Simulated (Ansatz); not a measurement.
The parent structure is Ge in the diamond structure (space group Fd-3m, No. 227).

Space group Fd-3m, origin choice 1 (No. 227); a = b = c = 5.676 Å, α = β = γ = 90.00°

```json
[
 {"atom": "Ge", "site": "8a", "symmetry": "-43m", "x": "0.0000", "y": "0.0000", "z": "0.0000"}
]
```
(The calculation used a cell of 2 atoms; values per cell refer to that cell.)

The other end (x = 1) is Zn in the diamond structure (space group Fd-3m, No. 227; a hypothetical phase, not in the database extracts checked): 22.61 Å³/atom, gap zero; this end may not be an ambient phase.

Calculations: Kohn–Sham DFT with the PBEsol functional, run in Ansatz (a quantum-chemistry and plane-wave program) with PAW and 420 eV plane waves, no SOC.

Zn replaces a fraction x of Ge; each row is one arrangement (x, atoms in the cell, starting space group or random), fully relaxed.

One change was made to it. Results:

The deviation of the volume from the linear (Vegard-type) interpolation amounts to -25.5 %; the mixing energy is -0.26 eV/atom (to 0.01 eV only: unlike meshes or grids) (against an end that may be hypothetical); the shortest interatomic distance grows by 0.017 Å (2.458 Å → 2.475 Å).

Q: Which of these changes matches the shifts?
(A) x(Zn) = 0.375, 8 atoms, C2
(B) x(Zn) = 0.667, 6 atoms, P-3m1
(C) x(Zn) = 0.375, 8 atoms, P-4m2

A: B, x(Zn) = 0.667, 6 atoms, P-3m1. For comparison, the mixing energy in the other runs: x(Zn) = 0.375, 8 atoms, P-4m2 gives +0.02 eV/atom; x(Zn) = 0.375, 8 atoms, C2 gives -0.06 eV/atom.

These are small ordered cells, not random alloys; other orderings at the same x differ. Whether these cells are dynamically stable was not tested. All final runs are without spin polarisation. Under x(Zn) = 0.667, 6 atoms, P-3m1, x(Zn) = 0.375, 8 atoms, P-4m2 and x(Zn) = 0.375, 8 atoms, C2 the cell changed shape so far that it is another structure. The zero or small gap of Ge can change with the level of theory.
